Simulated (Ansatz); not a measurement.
# Pressure series in hypothetical CsCl type GaN

The parent structure is GaN in the CsCl type structure (space group Pm-3m, No. 221; a = 2.703 Å; a hypothetical phase, not in the database extracts checked).

Cell and atoms are relaxed at each pressure.

The values are results of PBEsol (Ansatz, a program for electronic structure, PAW, no spin-orbit coupling), not measurements.

```json
[
 {"pressure (GPa)": "-2", "volume per atom (Å³/atom)": "9.996"},
 {"pressure (GPa)": "-1", "volume per atom (Å³/atom)": "?"},
 {"pressure (GPa)": "0", "volume per atom (Å³/atom)": "9.875"},
 {"pressure (GPa)": "0.3", "volume per atom (Å³/atom)": "9.858"},
 {"pressure (GPa)": "0.7", "volume per atom (Å³/atom)": "9.835"},
 {"pressure (GPa)": "1.5", "volume per atom (Å³/atom)": "9.790"},
 {"pressure (GPa)": "3", "volume per atom (Å³/atom)": "9.707"},
 {"pressure (GPa)": "5", "volume per atom (Å³/atom)": "9.603"},
 {"pressure (GPa)": "10", "volume per atom (Å³/atom)": "9.367"}
]
```

Fit the third-order Birch–Murnaghan form P(V) = (3B₀/2)[(V₀/V)^(7/3) − (V₀/V)^(5/3)]·[1 + (3/4)(B₀′ − 4)((V₀/V)^(2/3) − 1)] (squares taken in P) to the rows shown and predict the withheld row.

Least squares on the printed values gives V₀ = 9.875 Å³/atom, B₀ = 169 GPa, B₀′ = 4.4; this predicts 9.935 Å³/atom, and the run gives 9.934 Å³/atom, in agreement.

Load acts through the strain it causes; cell and atoms are relaxed under it. No phonon test of stability was made. Competing high-pressure phases were not computed. All final runs are without spin polarisation.
